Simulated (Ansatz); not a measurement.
The reference is MgO in the rock salt structure (space group Fm-3m, No. 225; a = 4.254 Å).

Calculations: Ansatz (a first-principles code), PBE, PAW, cutoff 420 eV, no spin-orbit coupling, earlier PAW set.

One change was made to it. Results:

| quantity | base | after |
|---|---|---|
| hole mass (degenerate bands, along [100]) | 0.38, 2.2, 2.2 mₑ (at Γ) | 0.41, 2.1, 2.1 mₑ (at Γ) |
| electron mass | 0.34 mₑ (at Γ) | 0.37 mₑ (at Γ) |
| density | 3.48 g/cm³ | 3.78 g/cm³ |

### Question
Name the change that was made.
(A) pressure 7 GPa
(B) pressure 15 GPa
(C) pressure 75 GPa
(D) pressure 30 GPa
(E) pressure 100 GPa

### Answer
B, pressure 15 GPa. For comparison, the electron mass in the other runs: pressure 30 GPa gives 0.39 mₑ (at Γ); pressure 100 GPa gives 0.47 mₑ (at Γ); pressure 7 GPa gives 0.35 mₑ (at Γ); pressure 75 GPa gives 0.44 mₑ (at Γ).

The levels and masses belong to the bands next to the band gap. Load acts through the strain it causes; cell and atoms are relaxed under it. Effective masses come from finite differences of ±0.01 Å⁻¹. Stability against distortions was not tested. Competing high-pressure phases were not computed.
